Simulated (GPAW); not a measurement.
# Several settings converged on Ga (Cmce, 4 atoms in the cell)

```yaml
crystal:
  lattice:
    - [2.24870, -3.81085, 0.00000]
    - [2.24870, 3.81085, 0.00000]
    - [0.00000, 0.00000, 4.50735]
  atoms:
    - { symbol: Ga, position: [0.15490, 0.84510, 0.91900] }
    - { symbol: Ga, position: [0.34510, 0.65490, 0.41900] }
    - { symbol: Ga, position: [0.65490, 0.34510, 0.58100] }
    - { symbol: Ga, position: [0.84510, 0.15490, 0.08100] }
```

Base method: PBEsol, GPAW PAW datasets PBEsol (made by gpaw-setup) (plane waves; GPAW).

Base settings: mode = pw; ecut = 550 eV; xc = PBEsol; kpts = 4 4 4; mesh shift (steps) = 0 0 0; occupations.name = methfessel-paxton; occupations.width = 0.1 eV; occupations.order = 0; nbands = -12; convergence.density = 1e-05 e/electron.

The count of work is k-points × plane waves × bands × iterations; it is no time. Core times come from one kind of shared machine, to one figure; runs under 30 s give none.

**The force threshold of a relaxation**

On Ga (Cm, 4 atoms in the cell): one atom moved by 0.15 angstrom.

In this ladder: optimizer = BFGS.

The mesh stays at the base's, so the ladder's end is converged at best in this setting alone.

Only quantities that move along the ladder and can be compared are tabulated.

```tsv
fmax	free energy less the last step's (meV/atom)	largest force left (eV/Å)	relaxation steps	core time / last (rough)
0.2 eV/Å	2.16	0.1880	3	0.4
0.1 eV/Å	0.37	0.0774	8	0.7
0.05 eV/Å	0.09	0.0398	10	0.9
0.03 eV/Å	0.02	0.0232	13	0.9
0.02 eV/Å	0.00	0.0123	14	1
0.01 eV/Å	0.00	0.0059	15	0.9
0.005 eV/Å	0.00	0.0044	17	1
0.002 eV/Å	0.00	0.0020	18	1
0.001 eV/Å	0.00	0.0009	19	1
```

Coarsest fmax that holds the free energy within 0.2 meV/atom of the last step, with all finer ones: 0.05 eV/Å; the step before is off by 0.37 meV/atom.

Coarsest fmax that holds the largest force left within 0.01 eV/Å of the last step, with all finer ones: 0.01 eV/Å; the step before is off by 0.011 eV/Å.

**The size of a vacancy's supercell**

On Ga (Cmce, 8 atoms in the cell), and larger cells.

Steps: 2 x 1 x 1 supercell, one Ga atom taken out, nothing relaxed; 2 x 2 x 1 supercell, one Ga atom taken out, nothing relaxed; and so on, with the mesh thinned in proportion.

Only quantities that move along the ladder and can be compared are tabulated.

| atoms | unrelaxed vacancy energy (eV) | count of work / last | core time / last (rough) |
|---|---|---|---|
| 8 | 1.310 | 0.24 | 0.1 |
| 16 | 1.213 | 0.43 | 0.3 |
| 32 | 1.202 | 1.0 | 1 |

Smallest size that holds the unrelaxed vacancy energy within 0.05 eV of the last step, with all finer ones: 16, at 0.43 of the last step's count of work and about 0.3 of the last step's time; the step before is off by 0.11 eV.

On the base run: the starting cell has typed, rounded lattice constants, without a prior relaxation at this level. Its lattice was rescaled by up to half a per cent. Without a gap this mesh is coarse (it stands for a supercell whose shortest vector is 18 Å).
